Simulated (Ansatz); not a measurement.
Results of r²SCAN+rVV10 (plane waves, PAW; Ansatz, an electronic-structure program) for ZrTiO₄ (model structure, started from the ZrSiO4 type, I4₁/amd, No. 141, 12 atoms in the cell).

Numerical settings: plane-wave cutoff 560 eV, 8×8×8 k mesh, Fermi–Dirac smearing 0.01 eV, no spin polarisation, scalar-relativistic PAW data made under PBE.

Cell (relaxed at this level):

```
CELL_PARAMETERS angstrom
     -3.38987     3.38987     3.19414
      3.38987    -3.38987     3.19414
      3.38987     3.38987    -3.19414
ATOMIC_POSITIONS crystal
  Zr 0.00000 0.00000 0.00000
  Zr 0.75000 0.25000 0.50000
  Ti 0.50000 0.50000 0.00000
  Ti 0.25000 0.75000 0.50000
  O  0.11441 0.30819 0.80622
  O  0.05819 0.75197 0.69378
  O  0.50197 0.30819 0.19378
  O  0.05819 0.36441 0.30622
  O  0.63559 0.94181 0.69378
  O  0.69181 0.88559 0.19378
  O  0.24803 0.94181 0.30622
  O  0.69181 0.49803 0.80622
```

### Question
Estimate the band gap that the calculation returns.

### Answer

- band gap: 3.94 eV (on the SCF k mesh)

Note: the relaxation could raise the start's symmetry but not lower it, so the cell can be a saddle point.

Spin–orbit coupling is not included.

Static lattice: no zero-point or thermal effects.

Cost on a shared machine: around 21 core-minutes (rough).

A model structure was made by putting elements into a prototype or built by hand; it is no filed structure, need not be a known phase, and can be a saddle point held by its symmetry.
